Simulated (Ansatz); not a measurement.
```
Au
1.0
    0.00000     2.04133     2.04133
    2.04133     0.00000     2.04133
    2.04133     2.04133     0.00000
Au
1
Cartesian
  0.00000   0.00000   0.00000
```

Level of theory: PBEsol with spin-orbit coupling, rigid bands (plane waves, PAW; Ansatz, an electronic-structure program). Condition of this run: spin-orbit coupling switched on. Geometry: cell and atoms relaxed with PBEsol.

Problem. Predict the product ρ₀λ of resistivity and mean free path that follows from the Fermi surface's area.

Solution. 8.4 ×10⁻¹⁶ Ω·m².

Problem. And the Drude plasma energy and the root-mean-square Fermi velocity at 300 K?

Solution. 8.6 eV; 1.3e6 m/s.

A metal at this level (no band gap); rigid bands, thermally averaged at 300 K, both spins. τ is one relaxation time for all states; the product of resistivity and mean free path takes one path for all states instead.
